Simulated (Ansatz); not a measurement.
Consider interstitial Li in diamond with all lengths changed by +1 %, charge state +1. The step: a direct jump of one Li atom; the atom moves 1.56 Å along (-0.25, 0.25, -0.25) of the unit cell; the moving atom starts with neighbours 4 C at 1.65, 6 C at 1.86 Å and ends with 4 C at 1.65, 6 C at 1.86 Å. DFT values are from Ansatz (plane-wave PAW, 420 eV unless said) in a cell of 64 host sites, spin-restricted, static, with no finite-size correction. The host's phase is taken as given; its stability against other phases was not computed. The charge state is imposed; whether it is stable for some Fermi level was not computed. Sites that were not tried may lie lower. For the PBE band: the saddle point's order was not checked, and it lies on a symmetry element of the cell, where a band can be held.

```
Level                                                              Forward barrier (eV)  Cost of the band or of the saddle's single point
-----------------------------------------------------------------  --------------------  ------------------------------------------------
CHGNet universal potential (has no charge state), its own band                     1.83                                                 -
PBE, a 2×2×2 k-point mesh shifted by half a step, band relaxed                     1.74                           roughly 12 core-minutes
PBE, a 3×3×3 k-point mesh shifted by half a step, same geometries                  1.74                     very roughly 110 core-seconds
```

Ansatz is a quantum-chemistry and plane-wave program.
